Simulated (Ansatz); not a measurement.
# A self-consistent single point of TiSe (P6_3/mmc, 4 atoms in the cell) with Ansatz

Method of the run: LDA (PW92), default PAW files made with PBE (plane waves; Ansatz, an electronic-structure program).

The input file:

Ansatz 0.2 input:
```yaml
# TiSe
crystal:
  lattice:
    - [3.43942700, 0.00000000, 0.00000000]
    - [-1.71971400, 2.97863100, 0.00000000]
    - [0.00000000, 0.00000000, 6.78543500]
  atoms:
    - { symbol: Ti, position: [0.00000000, 0.00000000, 0.00000000] }
    - { symbol: Ti, position: [0.00000000, 0.00000000, 0.50000000] }
    - { symbol: Se, position: [0.33333300, 0.66666700, 0.25000000] }
    - { symbol: Se, position: [0.66666700, 0.33333300, 0.75000000] }
basis:
  ecutwfc: 30.9 Ry
kpoints:
  mp_grid: { grid: [11, 11, 5] }
hamiltonian:
  xc: lda
  pseudopotentials: { kind: paw }
scf:
  occupations: { method: gaussian, width: 0.0073 Ry }
output:
  forces: true
  eigenvalues: true
  stress: true
```

Output (repeated stretches shortened):

```
WARN the atoms were moved onto the symmetric positions of the space group found under crystal.symmetry.tolerance 1.0e-5 (fractional …
WARN ansatz: RAYON_NUM_THREADS=1 ignored (pool sized by the plan → 1); use --threads N
Pseudopotentials: kind: paw
Pseudopotential: Ti, paw, valence charge 12
Pseudopotential: Se, paw, valence charge 16
Crystal: 4 atoms, lattice volume = 69.515 Å³
Basis set: ecut = 420.4159175005146 eV, 1355 PW (Γ)
Bands: 34, of which v1, the nominal top of the filled ones, is band 28 counted from 1 (27 counted from 0)
Symmetry: 24 space group operations
Space group: P63/mmc (ITA 194), of the structure as read, at distance tolerance 4.1e-5 Å
k-points: 48 of 605
PAW frozen core: Ti, regenerated for the run's functional, and the local potential with it
PAW frozen core: Se, regenerated for the run's functional, and the local potential with it
Initial density: superposition of atomic densities (neutral atoms: chi_scale 0, normalization atom), corrected by the library's trained network
Initial wavefunctions: pseudopotential atomic-orbital guess
Eigensolver: davidson
Functional: x = slater, c = lda
SCF iter   1: F=—  HF=-15672.009150 eV  |F-HF|=—  |Δ(HF+E_count)|=         —  Δρ=7.56e-3  dr2=3.13e-2  ethr=1.77e-3  ⟨swp⟩=5.3  Hψ=5819  notcnv=0
all-band conjugate gradients solve this SCF's bands
preconditioner: auto → Kerker (q_TF=auto, 2.632 Å⁻¹)
SCF iter   2: F=—  HF=-15672.002666 eV  |F-HF|=—  |Δ(HF+E_count)|=   6.48e-3  Δρ=3.16e-3  dr2=4.37e-3  ethr=5.59e-5  ⟨swp⟩=2.0  Hψ=2347  notcnv=0  defer=42
SCF iter   3: F=—  HF=-15672.001885 eV  |F-HF|=—  |Δ(HF+E_count)|=   7.81e-4  Δρ=7.49e-4  dr2=1.96e-4  ethr=7.80e-6  ⟨swp⟩=2.6  Hψ=2577  notcnv=0  defer=42
SCF iter   4: F=—  HF=-15672.001877 eV  |F-HF|=—  |Δ(HF+E_count)|=   8.15e-6  Δρ=1.53e-4  dr2=1.97e-5  ethr=3.50e-7  ⟨swp⟩=2.0  Hψ=2841  notcnv=0  defer=42
SCF iter   5: F=—  HF=-15672.001865 eV  |F-HF|=—  |Δ(HF+E_count)|=   1.17e-5  Δρ=7.02e-5  dr2=2.96e-6  ethr=3.51e-8  ⟨swp⟩=2.0  Hψ=2784  notcnv=0  defer=42
SCF iter   6: F=—  HF=-15672.001865 eV  |F-HF|=—  |Δ(HF+E_count)|=   3.63e-7  Δρ=1.53e-5  dr2=1.36e-7  ethr=5.29e-9  ⟨swp⟩=2.6  Hψ=2488  notcnv=0  defer=42
SCF iter   7: F=-15672.001865 eV  HF=-15672.001865 eV  |F-HF|=5.80e-9  |Δ(HF+E_count)|=   1.99e-8  Δρ=3.70e-6  dr2=9.51e-9  ethr=1.79e-10  ⟨swp⟩=6.5  Hψ=6274  notcnv=0
SCF 1 converged in 7 iterations: F = -15672.001865 eV  dr2 = 9.51e-9
SCF converged after 7 iterations
Free energy (F): -15672.001865 eV
Harris-Foulkes:  -15672.001865 eV  (|F-HF|=5.80e-9)
Internal energy: -15671.987176 eV  (E = F + TS)
E sigma→0 (E₀):  -15671.994520 eV
Entropy (-TS):   -0.014689 eV (-3.672 meV/atom)
Fermi energy:    13.919383 eV
--- Per-component energies (eV) ---
  E_band       = -940.418376
  E_kinetic    = 788.054940
  E_local      = -5763.336219  (includes V_loc(G=0)·N_el)
  E_nonlocal   = -1151.542269
  E_hartree    = 2774.759423
  E_xc         = -403.632792
  E_vxc        = -444.473175  (∫ρ·V_xc dr)
  E_paw        = -5653.653147  (= ΣΔE_a)
  E_vpaw       = 81.354599  (= ΣTr[D̂ρ^β])
  E_aug_tail   = -0.001072  (compensation charges beyond the density's cutoff)
  E_ewald      = -6267.722665
  E_core_change = 5.086625  (= ΣΔE_core)
  E_smearing   = -0.014689  (= −TS)
  E_closure    = 0.000000  (closes the sum)
  Σ components = -15672.001865   (vs F -15672.001865, Δ=0.00e0)
--- Forces (eV/Å), atoms counted from 1 ---
  atom   1  Ti    -0.00000000    -0.00000000    -0.00000000
   [... zero for the other atoms too ...]
  max |Σ_I F_I| component: 4.63e-18 eV/Å
--- Stress (GPa, compression-positive) ---
       -8.750169       0.000000       0.000000
        0.000000      -8.750169       0.000000
        0.000000       0.000000      -9.055198
  P = ⅓ Tr σ = -8.8518 GPa (-88.518 kbar)
  The stress holds the Pulay correction. Without it, at fixed plane waves, as pw.x and ABINIT print it: P = -8.8948 GPa
--- Band table (eV; the first three rows and the last of 48) ---
  k-point 0: bands = ["-42.8806", "-42.8730", "-34.8930", "-34.8930", "-34.8929", "-34.8929", "-34.8890", "-34.8887", "-34.8767", "-34.8767", "-34.8766", "-34.8766", "-19.5828", "-19.4676", "-19.4117", "-19.4117", "-19.4016", "-19.4016", "-1.6973", [...]
  k-point 1: bands = ["-42.8799", "-42.8738", "-34.8930", "-34.8930", "-34.8929", "-34.8929", "-34.8889", "-34.8887", "-34.8767", "-34.8767", "-34.8766", "-34.8766", "-19.5719", "-19.4787", "-19.4108", "-19.4108", "-19.4026", "-19.4026", "-1.6142", [...]
  k-point 2: bands = ["-42.8780", "-42.8756", "-34.8930", "-34.8930", "-34.8930", "-34.8930", "-34.8889", "-34.8888", "-34.8767", "-34.8767", "-34.8766", "-34.8766", "-19.5433", "-19.5077", "-19.4082", "-19.4082", "-19.4051", "-19.4051", "-1.3844", [...]
  k-point 47: bands = ["-42.8655", "-42.8634", "-34.8937", "-34.8937", "-34.8933", "-34.8930", "-34.8875", "-34.8875", "-34.8754", "-34.8753", "-34.8748", "-34.8747", "-19.5101", "-19.5042", "-19.4985", "-19.4804", "-19.4793", "-19.4748", "0.0941", [...]
```

The run converged in 7 iterations.

The starting cell comes from a database of computed structures (which also holds hypothetical and non-ambient phases and stackings), without a prior relaxation at this level. Its lattice was rescaled by up to half a per cent. Spin polarisation is off, so a magnetic state, if there is one, cannot be reached. With a pressure of about -9 GPa the cell is away from its equilibrium volume at this level. Ansatz's pressure includes its estimate of the finite-basis (Pulay) stress.
